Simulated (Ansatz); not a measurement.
Here is the system:

End structure of the (30-32) surface of hcp Lu in its 1x1 cell, outermost plane spacing 0.95 Å in the ideal cut:

```yaml
crystal:
  lattice:
    - [3.50679, 0.00000, 0.00000]
    - [0.00000, 17.48048, 0.00000]
    - [0.00000, 0.00000, 26.50000]
  atoms:
    - { symbol: Lu, position: [0.50000, 0.24439, 0.30692] }
    - { symbol: Lu, position: [0.00000, 0.40796, 0.30781] }
    - { symbol: Lu, position: [0.00000, 0.88735, 0.34230] }
    - { symbol: Lu, position: [0.50000, 0.05237, 0.34257] }
    - { symbol: Lu, position: [0.50000, 0.52910, 0.38073] }
    - { symbol: Lu, position: [0.00000, 0.69732, 0.37659] }
    - { symbol: Lu, position: [0.00000, 0.17904, 0.40895] }
    - { symbol: Lu, position: [0.50000, 0.34708, 0.40982] }
    - { symbol: Lu, position: [0.50000, 0.82512, 0.44383] }
    - { symbol: Lu, position: [0.00000, 0.99187, 0.44601] }
    - { symbol: Lu, position: [0.00000, 0.47326, 0.48248] }
    - { symbol: Lu, position: [0.50000, 0.63944, 0.48194] }
    - { symbol: Lu, position: [0.50000, 0.11909, 0.51806] }
    - { symbol: Lu, position: [0.00000, 0.28527, 0.51752] }
    - { symbol: Lu, position: [0.00000, 0.76666, 0.55399] }
    - { symbol: Lu, position: [0.50000, 0.93341, 0.55617] }
    - { symbol: Lu, position: [0.50000, 0.41145, 0.59018] }
    - { symbol: Lu, position: [0.00000, 0.57949, 0.59105] }
    - { symbol: Lu, position: [0.00000, 0.06121, 0.62341] }
    - { symbol: Lu, position: [0.50000, 0.22943, 0.61927] }
    - { symbol: Lu, position: [0.50000, 0.70616, 0.65743] }
    - { symbol: Lu, position: [0.00000, 0.87118, 0.65770] }
    - { symbol: Lu, position: [0.00000, 0.35057, 0.69219] }
    - { symbol: Lu, position: [0.50000, 0.51414, 0.69308] }
```

Model: 24-atom slab, 10.4 Å thick at the start (thin: gaps and levels are the slab's own), 11x3x1 mesh, Fermi-Dirac 0.1 eV, dipole correction, single point; on the structure that PBE left under its start's symmetry; no spin, no spin-orbit, no U.

Task: What is the computed surface energy (mean of both faces) (r2SCAN, at the PBE geometry (Ansatz, a first-principles code))?

Result: 1.22 J/m²

Task: What work function of the top face does r2SCAN, at the PBE geometry give?

Result: 3.38 eV
